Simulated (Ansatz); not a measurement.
CdTe, pressure series

Base system: CdTe in the zinc blende structure (space group F-43m, No. 216).

CdTe is modelled in the cubic space group F-43m (No. 216), the zinc blende structure, Pearson symbol cF8. Conventional cell: a = 6.618 Å, b = 6.618 Å, c = 6.618 Å, α = 90.00°, β = 90.00°, γ = 90.00°. Te on 4c sees 4 Cd at 2.866 Å (tetrahedral). Cd on 4a sees 4 Te at 2.866 Å (tetrahedral). (Neighbours: up to the widest gap in distance over summed covalent radii, below 1.35, at either atom; cation-cation and far metal-metal contacts left out.)
(The calculation used a cell of 2 atoms; values per cell refer to that cell.)

Cell and atoms are relaxed at each pressure.

Levels (all Ansatz, a program for electronic structure, PAW): PBE (420 eV, no spin-orbit coupling); PBEsol (420 eV, spin-orbit coupling left out).

The base cell above is that of PBE; each level relaxes its own structures.

| case | shift of the gap caused by the change, PBE | shift of the gap caused by the change, PBEsol |
|---|---|---|
| pressure −2 GPa | -0.19 eV | … |
| pressure −1 GPa | -0.09 eV | -0.07 eV |
| pressure 0.3 GPa | +0.02 eV | +0.02 eV |
| pressure 0.7 GPa | +0.06 eV | … |
| pressure 1.5 GPa | +0.11 eV | … |
| pressure 3 GPa | +0.21 eV | … |
| pressure 5 GPa | +0.33 eV | +0.29 eV |
| pressure 7.5 GPa | +0.45 eV | +0.40 eV |
| pressure 10 GPa | +0.56 eV | +0.49 eV |

Q: Complete the table.

A: 
- pressure −2 GPa, shift of the gap caused by the change, PBEsol: -0.16 eV
- pressure 0.7 GPa, shift of the gap caused by the change, PBEsol: +0.05 eV
- pressure 1.5 GPa, shift of the gap caused by the change, PBEsol: +0.10 eV
- pressure 3 GPa, shift of the gap caused by the change, PBEsol: +0.18 eV

The two levels differ by at most about 0.07 eV. They put the cases in the same order.

Spin-orbit coupling, missing from the scalar runs, can matter with Te. Load acts through the strain it causes; cell and atoms are relaxed under it. Whether these cells are dynamically stable was not tested. Measured, CdTe leaves this structure (for cinnabar) near 3.53 GPa (temperature not stated; as listed in Datta, Sujoy, Jana, Debnarayan, arXiv (2020)), on rising pressure, with hysteresis.
